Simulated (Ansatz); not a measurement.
**Ta₃Re (Fm-3m): resistivity and electron-phonon coupling**

Consider the following.

```
CELL_PARAMETERS angstrom
      0.00000     3.21507     3.21507
      3.21507     0.00000     3.21507
      3.21507     3.21507     0.00000
ATOMIC_POSITIONS crystal
  Ta 0.25000 0.25000 0.25000
  Ta 0.75000 0.75000 0.75000
  Ta 0.50000 0.50000 0.50000
  Re 0.00000 0.00000 0.00000
```

Method: PBEsol, DFPT electron-phonon coupling, linearised Boltzmann equation (plane waves, PAW, scalar-relativistic; Ansatz, a quantum-chemistry and plane-wave program). Cell: relaxed with this functional, without spin-orbit coupling.

- resistivity at 300 K: 7.0 μΩ·cm
- resistivity at 77 K: 0.94 μΩ·cm
- electron mean free path at 300 K (weighted by the current that each state carries): 10.3 nm
- electron-phonon coupling λ: 0.36
- transport coupling λ_tr: 0.36
- logarithmic mean phonon energy: 15.2 meV
- density of states at the Fermi level: 1.48 states/(eV·spin·cell)
- Drude plasma energy: 7.7 eV
- Hall coefficient at 300 K: 14.8 ×10⁻¹¹ m³/C

A metal at this level (no band gap). Only scattering by harmonic phonons is included (no impurities, grain boundaries, electron-electron scattering or thermal expansion). Spin-orbit coupling is left out, which matters with elements this heavy. The run warned that the eigensolver left some states short of its tolerance. Halving the electron mesh (24x24x24) moves the resistivity by up to 6 % at 300 K, the mean free path by up to 5 %, the coupling by up to 3 %. Smearing 0.20 eV; phonons on a 4x4x4 q mesh, which this run doesn't test and which matters most at low temperature.

Computed structure, not matched to a measured one here, so possibly hypothetical: Ta3Re (Fm-3m).
